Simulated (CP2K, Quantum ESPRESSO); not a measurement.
A CP2K input for a self-consistent single point of ZnP (P6_3mc, 4 atoms in the cell) (DFT LDA (Pade form), GPW, DZVP-MOLOPT-SR-GTH basis, GTH-PADE potentials (GTH_POTENTIALS)):

```
&GLOBAL
  PROJECT run
  RUN_TYPE ENERGY_FORCE
  PRINT_LEVEL MEDIUM
&END GLOBAL
&FORCE_EVAL
  METHOD Quickstep
  STRESS_TENSOR ANALYTICAL
  &DFT
    BASIS_SET_FILE_NAME BASIS_MOLOPT
    POTENTIAL_FILE_NAME GTH_POTENTIALS
    &QS
      METHOD GPW
      EPS_DEFAULT 1E-10
    &END QS
    &MGRID
      CUTOFF 600
      REL_CUTOFF 60
      NGRIDS 5
    &END MGRID
    &SCF
      SCF_GUESS ATOMIC
      EPS_SCF 1E-6
      MAX_SCF 100
      ADDED_MOS 7
      &DIAGONALIZATION
        ALGORITHM STANDARD
      &END DIAGONALIZATION
      &MIXING
        METHOD BROYDEN_MIXING
        ALPHA 0.2
        NBUFFER 8
      &END MIXING
      &SMEAR ON
        METHOD GAUSSIAN
        SIGMA [eV] 0.2
      &END SMEAR
    &END SCF
    &KPOINTS
      SCHEME MONKHORST-PACK 10 10 5
      GAMMA_CENTERED T
    &END KPOINTS
    &XC
      &XC_FUNCTIONAL PADE
      &END XC_FUNCTIONAL
    &END XC
    &PRINT
      &MO
        EIGENVALUES T
        OCCUPATION_NUMBERS T
        NDIGITS 8
        FILENAME mo
        &EACH
          QS_SCF 0
        &END EACH
        ADD_LAST NUMERIC
      &END MO
      &MULLIKEN ON
      &END MULLIKEN
    &END PRINT
  &END DFT
  &SUBSYS
    &CELL
      ABC 3.63466000 3.63466009 6.91407000
      ALPHA_BETA_GAMMA 90.00000000 90.00000000 119.99999917
      PERIODIC XYZ
    &END CELL
    &COORD
      Zn      -0.00000182     2.09847305     2.46030267
      Zn       1.81733182     1.04923495     5.91733767
      P       -0.00000182     2.09847305     0.13247358
      P        1.81733182     1.04923495     3.58950858
    &END COORD
    &KIND Zn
      BASIS_SET DZVP-MOLOPT-SR-GTH
      POTENTIAL GTH-PADE-q12
    &END KIND
    &KIND P
      BASIS_SET DZVP-MOLOPT-SR-GTH
      POTENTIAL GTH-PADE-q5
    &END KIND
  &END SUBSYS
  &PRINT
    &FORCES ON
    &END FORCES
    &STRESS_TENSOR ON
    &END STRESS_TENSOR
  &END PRINT
&END FORCE_EVAL
```

Question: Give the Quantum ESPRESSO input for the same structure, mesh, smearing and functional.

Answer: This is the input that was run; spellings and numerical settings could be chosen otherwise.

```fortran
&CONTROL
    calculation = 'scf',
    prefix = 'pwscf',
    outdir = './work',
    pseudo_dir = './',
    tprnfor = .true.,
    tstress = .true.,
/
&SYSTEM
    ibrav = 4,
    celldm(1) = 6.8685120717,
    celldm(3) = 1.902260427031,
    nat = 4,
    ntyp = 2,
    ecutwfc = 50,
    ecutrho = 250,
    occupations = 'smearing',
    smearing = 'gaussian',
    degauss = 0.0147,
/
&ELECTRONS
    conv_thr = 1.0d-10,
    mixing_beta = 0.7,
/
ATOMIC_SPECIES
Zn    65.3800  zn_lda_v1.uspp.F.UPF
P     30.9738  p_lda_v1.5.uspp.F.UPF
ATOMIC_POSITIONS {angstrom}
Zn    0.0000000000    2.0984719647    2.4603026688
Zn    1.8173300306    1.0492359823    5.9173376688
P     0.0000000000    2.0984719647    0.1324735812
P     1.8173300306    1.0492359823    3.5895085812
K_POINTS {automatic}
10 10 5  0 0 0
```

Basis settings and potentials, where a program has them, do not carry over. This input uses DFT, LDA (PZ), plane waves, GBRV 1.5 ultrasoft (LDA) pseudopotentials. LDA parametrisations can differ slightly between programs.

The starting cell comes from a database of computed structures (which also holds hypothetical and non-ambient phases and stackings), without a prior relaxation at this level.
